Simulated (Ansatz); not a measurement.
Density of states of CoSi2 (Fm-3m) near the Fermi level, PBEsol, rigid bands in Ansatz (a quantum-chemistry and plane-wave program).

```json
[
 {"E − E_F (eV)": "-1.95", "states/eV/cell": "5.63"},
 {"E − E_F (eV)": "-1.85", "states/eV/cell": "5.26"},
 {"E − E_F (eV)": "-1.75", "states/eV/cell": "4.84"},
 {"E − E_F (eV)": "-1.65", "states/eV/cell": "5.39"},
 {"E − E_F (eV)": "-1.55", "states/eV/cell": "3.55"},
 {"E − E_F (eV)": "-1.45", "states/eV/cell": "2.66"},
 {"E − E_F (eV)": "-1.35", "states/eV/cell": "3.14"},
 {"E − E_F (eV)": "-1.25", "states/eV/cell": "3.03"},
 {"E − E_F (eV)": "-1.15", "states/eV/cell": "2.55"},
 {"E − E_F (eV)": "-1.05", "states/eV/cell": "2.34"},
 {"E − E_F (eV)": "-0.95", "states/eV/cell": "2.24"},
 {"E − E_F (eV)": "-0.85", "states/eV/cell": "2.26"},
 {"E − E_F (eV)": "-0.75", "states/eV/cell": "2.55"},
 {"E − E_F (eV)": "-0.65", "states/eV/cell": "3.09"},
 {"E − E_F (eV)": "-0.55", "states/eV/cell": "2.41"},
 {"E − E_F (eV)": "-0.45", "states/eV/cell": "1.95"},
 {"E − E_F (eV)": "-0.35", "states/eV/cell": "1.58"},
 {"E − E_F (eV)": "-0.25", "states/eV/cell": "1.36"},
 {"E − E_F (eV)": "-0.15", "states/eV/cell": "1.20"},
 {"E − E_F (eV)": "-0.05", "states/eV/cell": "1.07"},
 {"E − E_F (eV)": "0.05", "states/eV/cell": "0.96"},
 {"E − E_F (eV)": "0.15", "states/eV/cell": "0.86"},
 {"E − E_F (eV)": "0.25", "states/eV/cell": "0.78"},
 {"E − E_F (eV)": "0.35", "states/eV/cell": "0.71"},
 {"E − E_F (eV)": "0.45", "states/eV/cell": "0.65"},
 {"E − E_F (eV)": "0.55", "states/eV/cell": "0.59"},
 {"E − E_F (eV)": "0.65", "states/eV/cell": "0.54"},
 {"E − E_F (eV)": "0.75", "states/eV/cell": "0.50"},
 {"E − E_F (eV)": "0.85", "states/eV/cell": "0.46"},
 {"E − E_F (eV)": "0.95", "states/eV/cell": "0.43"},
 {"E − E_F (eV)": "1.05", "states/eV/cell": "0.48"},
 {"E − E_F (eV)": "1.15", "states/eV/cell": "0.37"},
 {"E − E_F (eV)": "1.25", "states/eV/cell": "0.29"},
 {"E − E_F (eV)": "1.35", "states/eV/cell": "0.27"},
 {"E − E_F (eV)": "1.45", "states/eV/cell": "0.28"},
 {"E − E_F (eV)": "1.55", "states/eV/cell": "0.33"},
 {"E − E_F (eV)": "1.65", "states/eV/cell": "0.46"},
 {"E − E_F (eV)": "1.75", "states/eV/cell": "0.87"},
 {"E − E_F (eV)": "1.85", "states/eV/cell": "0.99"},
 {"E − E_F (eV)": "1.95", "states/eV/cell": "1.14"}
]
```

**Question.** With 3 atoms a cell, what bare Sommerfeld coefficient γ = (π²/3) k_B² N(E_F) follows?

**Answer.** N(E_F) ≈ 1.01 states/eV a cell at 300 K, so γ ≈ 0.80 mJ/(mol of atoms·K²), before electron-phonon enhancement.

**Question.** How far does the Fermi level move in a rigid band for 0.1 electron a cell added or removed?

**Answer.** 104 meV and -94 meV.

A metal at this level (no band gap); rigid bands, thermally averaged at 300 K, both spins. Spin-orbit coupling is left out. Geometry: cell and atoms relaxed with PBEsol.

Treated as nonmagnetic (a ferromagnetic start lost its moment, other orders weren't tried): CoSi2 (Fm-3m).
